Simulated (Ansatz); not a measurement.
System: Be₅Au (F-43m, No. 216). Method: LDA (PAW; Ansatz, an electronic-structure program).

Numerical settings: plane-wave cutoff 520 eV, 16×16×16 k mesh, Fermi–Dirac smearing 0.05 eV, scalar-relativistic PAW data made under PBE.

Pressure at four volumes; x = ln(V/9.044 Å³). One pressure is withheld.

| V (Å³/atom) | x | P (GPa) |
|---|---|---|
| 8.683 | -0.0407 | ? |
| 8.863 | -0.0202 | 3.27 |
| 9.044 | 0.0000 | 0.00 |
| 9.406 | 0.0392 | -5.65 |

### Question
Pass a parabola P(x) through the three rows shown, estimate the bulk modulus and its pressure derivative near zero pressure, and predict the withheld pressure.

### Answer
Slopes between the rows: (0.00 − (3.27))/(0.0000 − (-0.0202)) = -161.88 and (-5.65 − (0.00))/(0.0392 − (0.0000)) = -144.13 GPa. Their difference over the span 0.0594 is c = 17.75/0.0594 = 298.8 GPa, so P(x) = 3.27 + (-161.88)(x − (-0.0202)) + 298.8 (x − (-0.0202))(x − (0.0000)). At the middle row B = −dP/dx = −[-161.88 + 298.8 × 0.0202] = 155.8 GPa, and B′ = dB/dP = 2c/B = 3.8. At x = -0.0407 the parabola gives 6.84 GPa; the run gives 6.88 GPa. The Birch–Murnaghan fit to the energies at all volumes has B0 = 156 GPa and B′ = 3.9.

Spin–orbit coupling is not included; it can shift volumes and moduli of such heavy elements.
